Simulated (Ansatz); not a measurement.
Worked example: self-consistent single point of SnO2 (P4_2/mnm, 6 atoms in the cell) in Ansatz (a first-principles code).

Level of theory: PBE with spin-orbit coupling (plane waves, PAW; Ansatz).

```xyz
6
Lattice="4.7400 0.0000 0.0000 0.0000 4.7400 0.0000 0.0000 0.0000 3.1900" Properties=species:S:1:pos:R:3 pbc="T T T"
Sn     0.0000     0.0000     0.0000
Sn     2.3700     2.3700     1.5950
O      1.4552     1.4552     0.0000
O      3.8252     0.9148     1.5950
O      0.9148     3.8252     1.5950
O      3.2848     3.2848     0.0000
```

Reference input (self-consistent single point, DFT, PBE, plane waves, default PAW files): kpoints.mp_grid.grid = 4 4 5; hamiltonian.xc = pbe; hamiltonian.pseudopotentials = {kind: paw} (the program's default PAW files); scf.occupations.method = fermi_dirac; scf.occupations.width = 0.01 eV. This run's input differs from it in these lines:

Ansatz 0.2 input:
```diff
@@ -19,2 +19,5 @@
     kind: paw
+magnetization:
+  noncollinear: true
+  spin_orbit: true
 scf:
```

Log, with long lists cut:

```
SCF iter   1: F=—  HF=-14323.212438 eV  |F-HF|=—  |Δ(HF+E_count)|=         —  Δρ=9.02e-2  dr2=4.29e0  dr2_m=0.00e0 (ungated)  ethr=3.10e-3  |M|=0.00e0 ∫|m|=0.00e0 μB  |m|>n=0.0e0 m-floor=0.0e0 τ_xc=0.0e0  β_m=0.30  ⟨swp⟩=6.6  Hψ=2816  notcnv=0  defer=8
all-band conjugate gradients solve this SCF's bands
preconditioner: auto → Resta (q_TF=auto, 2.586 Å⁻¹)
   [... lines left out ...]
SCF iter   7: F=—  HF=-14322.109263 eV  |F-HF|=—  |Δ(HF+E_count)|=   9.01e-6  Δρ=1.77e-5  dr2=2.15e-7  dr2_m=0.00e0 (ungated)  ethr=1.36e-8  |M|=0.00e0 ∫|m|=0.00e0 μB  |m|>n=0.0e0 m-floor=0.0e0 τ_xc=0.0e0  β_m=0.97  ⟨swp⟩=2.0  Hψ=844  notcnv=0  defer=112
SCF iter   8: F=-14322.109263 eV  HF=-14322.109263 eV  |F-HF|=7.73e-9  |Δ(HF+E_count)|=   2.67e-7  Δρ=2.67e-6  dr2=5.50e-9  dr2_m=0.00e0 (ungated)  ethr=1.92e-10  |M|=0.00e0 ∫|m|=0.00e0 μB  |m|>n=0.0e0 m-floor=0.0e0 τ_xc=0.0e0  ⟨swp⟩=12.7  Hψ=2767  notcnv=0
SCF 1 converged in 8 iterations: F = -14322.109263 eV  dr2 = 5.50e-9
Magnetization: |M| = 0.0000 μB,  M = (+0.0000, +0.0000, +0.0000) μB
Absolute magnetization: 0.0000 μB (∫|m|)
  site 0: m = (+0.0000, +0.0000, +0.0000) μB, |m| = 0.0000 μB  (R = 0.85 Å)
  site 1: m = (+0.0000, +0.0000, +0.0000) μB, |m| = 0.0000 μB  (R = 0.85 Å)
  site 2: m = (+0.0000, +0.0000, +0.0000) μB, |m| = 0.0000 μB  (R = 0.85 Å)
  site 3: m = (+0.0000, +0.0000, +0.0000) μB, |m| = 0.0000 μB  (R = 0.85 Å)
  site 4: m = (+0.0000, +0.0000, +0.0000) μB, |m| = 0.0000 μB  (R = 0.85 Å)
  site 5: m = (+0.0000, +0.0000, +0.0000) μB, |m| = 0.0000 μB  (R = 0.85 Å)
Free energy (F): -14322.109263 eV
Internal energy: -14322.109263 eV  (E = F + TS)
E sigma→0 (E₀):  -14322.109263 eV
Fermi energy:    10.126047 eV
--- Forces (eV/Å), atoms counted from 1 ---
   [... lines left out ...]
  atom   6  O      0.17381553     0.17381553     0.00000000
--- Stress (GPa, compression-positive) ---
        9.640613       0.000000       0.000000
        0.000000       9.640613       0.000000
        0.000000       0.000000      12.254224
  P = ⅓ Tr σ = 10.5118 GPa (105.118 kbar)
  The stress holds the Pulay correction. Without it, at fixed plane waves, as pw.x and ABINIT print it: P = 9.6659 GPa
```

The run converged in 8 iterations. Against the reference run the pressure moves little (10.56 to 10.51 GPa), the largest force hardly changes (0.248 to 0.246 eV/Å) and the gap on the mesh hardly changes (1.254 to 1.260 eV).

The starting cell has typed, rounded lattice constants, without a prior relaxation at this level. With a pressure of about 11 GPa the cell is away from its equilibrium volume at this level. Ansatz's pressure includes its estimate of the finite-basis (Pulay) stress. Without the estimate this run gives 9.67 GPa.
